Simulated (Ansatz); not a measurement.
SnGe (model structure, started from the litharge type, P4/nmm, No. 129, 4 atoms in the cell)

Computed with PBE in Ansatz (plane waves, PAW).

Numerical settings: plane-wave cutoff 500 eV, 8×8×6 k mesh (along the axes of the cell as run), Fermi–Dirac smearing 0.05 eV, scalar-relativistic PAW data made under PBE.

Cell (relaxed at this level):

```yaml
crystal:
  lattice:
    - [4.09245, 0.00000, 0.00000]
    - [0.00000, 4.09245, 0.00000]
    - [0.00000, 0.00000, 6.00319]
  atoms:
    - { symbol: Sn, position: [0.50000, 0.00000, 0.36202] }
    - { symbol: Sn, position: [0.00000, 0.50000, 0.63798] }
    - { symbol: Ge, position: [0.00000, 0.00000, 0.00000] }
    - { symbol: Ge, position: [0.50000, 0.50000, 0.00000] }
```

```json
{
  "band_gap": "zero (no gap)"
}
```

Note: the relaxation could raise the start's symmetry but not lower it, so the cell can be a saddle point.

Spin–orbit coupling is not included.

The computed numbers hold no vibrational or temperature effects.

A model structure was made by putting elements into a prototype or built by hand; it is no filed structure, need not be a known phase, and can be a saddle point held by its symmetry.

Ansatz is a first-principles code.
